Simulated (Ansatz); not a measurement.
Start from HfO2 in the fluorite structure (space group Fm-3m, No. 225; a = 5.0585 Å).

Level of theory: Kohn–Sham DFT with the r2SCAN functional, run in Ansatz (an electronic-structure program) with PAW and 500 eV plane waves, scalar-relativistic without spin-orbit coupling.

For the base:

* **Gap between the host's bands**: 4.30 eV
* **Gap character**: direct at X

One thing is altered: hole doping at 5.0×10^21 cm⁻³ (0.162 per cell), with a uniform compensating background at fixed cell and a 300 K Fermi–Dirac width.

### Question
Predict the new Fermi level from band edge.

### Answer
The Fermi level relative to the doped band's edge (positive inside the band; to 0.05 eV) is +0.35 eV.

### Question
Estimate the effect on the gap between the host's bands.

### Answer
The gap between the host's bands grows by 0.184 eV (4.30 eV → 4.49 eV).

### Question
What does the calculation give for the gap character after the change?

### Answer
The gap character remains direct at X.

Carriers are added with a uniform compensating background; total energy and stress of such cells depend on the potential's zero and are not compared; many-body gap narrowing is missing at this level. Spin-orbit coupling, missing from the scalar runs, can matter with Hf. Stability against distortions was not tested. This is not the structure that HfO2 has at room temperature and ambient pressure.
